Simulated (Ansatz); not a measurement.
BeS (model structure, started from the CsCl type, Pm-3m, No. 221, 2 atoms in the cell): properties by level of theory

```csv
level (code),lattice parameter a (Å),cohesive energy (eV/atom)
LDA (Ansatz),2.872,3.74
PBE (Ansatz),2.927,2.95
PBE-D3(BJ) (Ansatz),2.876,3.29
r²SCAN (Ansatz),2.942,2.88
```

Ansatz's density-functional and Hartree–Fock values are scalar-relativistic unless marked +SOC, with PAW data made under PBE.

Computed values are for the static lattice.

A model structure was made by putting elements into a prototype or built by hand; it is no filed structure, need not be a known phase, and can be a saddle point held by its symmetry.

Ansatz is a program for electronic structure.
